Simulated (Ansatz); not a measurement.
# Al3Pt2, pressure series

Start from Al$_{3}$Pt$_{2}$ (space group P-3m1, No. 164; a = 4.204 Å, c = 5.184 Å; a cell from a computed database, its experimental status unchecked).

Cell and atoms are relaxed at each pressure.

Method: PBEsol, PAW, 420 eV (Ansatz, a quantum-chemistry and plane-wave program; no spin-orbit coupling).

Two rows of this table had their results exchanged by mistake.

```tsv
pressure	volume per atom (Å³)	shortest distance (Å)	band gap
pressure −2 GPa	16.07	2.509	zero
pressure −1 GPa	15.97	2.504	zero
pressure 0.3 GPa	15.60	2.485	zero
pressure 0.7 GPa	15.81	2.495	zero
pressure 1.5 GPa	15.73	2.492	zero
pressure 3 GPa	15.84	2.497	zero
pressure 5 GPa	15.43	2.475	zero
pressure 7.5 GPa	15.23	2.465	zero
pressure 10 GPa	15.04	2.454	zero
```

Question: Which two?

Answer: The rows for pressure 0.3 GPa and pressure 3 GPa: the volume has to fall steadily with pressure, so 15.84 Å³ belongs to pressure 0.3 GPa and 15.60 Å³ to pressure 3 GPa.

Load acts through the strain it causes; cell and atoms are relaxed under it. No phonon test of stability was made. Competing high-pressure phases were not computed. The final runs are not spin-polarised.
